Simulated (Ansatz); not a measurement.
The starting structures come from a database of crystals and need not be the phases stable at ambient conditions.

 Where the default PAW files enter, the runs use the earlier of Ansatz's two default sets.

By PBEsol, the system below comes out a metal.

Data:

```
Ru2Si
1.0
    5.27355     0.00000     0.00000
    0.00000     7.39776     0.00000
    0.00000     0.00000     4.01014
Si Ru
4 8
Direct
  0.70036   0.90225   0.25000
  0.29964   0.09775   0.75000
  0.79964   0.40225   0.75000
  0.20036   0.59775   0.25000
  0.48614   0.78778   0.75000
  0.51386   0.21222   0.25000
  0.01386   0.28778   0.25000
  0.98614   0.71222   0.75000
  0.16649   0.93467   0.25000
  0.83351   0.06533   0.75000
  0.33351   0.43467   0.75000
  0.66649   0.56533   0.25000
```

Space group of this cell: Pnma. The cell is taken as given; by PBEsol its mean pressure is -3.5 GPa.

The current flows along the normal of the first two printed cell vectors. No spin-orbit coupling; the value is a mean over 0.1 eV about the Fermi level.

Task: Estimate the ballistic conductance per area that Ansatz (an electronic-structure program) with PBEsol returns for this system.

Result: 0.75 × 10¹⁵ S/m² for both spins.
